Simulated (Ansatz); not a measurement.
Base system: SiC (space group P6_3mc, No. 186; a = 3.078 Å, c = 10.076 Å).

Level of theory: PBEsol (Ansatz, a program for electronic structure), no spin-orbit coupling.

For the base:

```
Quantity                              Value
---------------------  --------------------
Volume per atom                    10.33 Å³
Smallest direct gap                 3.24 eV
Valence-band top at Γ  0.00, 0.00, -0.05 eV
```

Modification: cell and atoms relaxed at a pressure of 30 GPa.

Problem. Estimate the effect on the volume per atom.

Solution. The volume per atom shrinks by 1.07 Å³ to 9.26 Å³.

Problem. Predict the new smallest direct gap.

Solution. The smallest direct gap grows by 0.04 eV to 3.28 eV.

Problem. What happens to the valence-band top at Γ?

Solution. The valence-band top at Γ (three highest levels, from the VBM) remains 0.00, 0.00, -0.05 eV.

Load acts through the strain it causes; cell and atoms are relaxed under it. Stability against distortions was not tested. No other phases were tried under pressure.
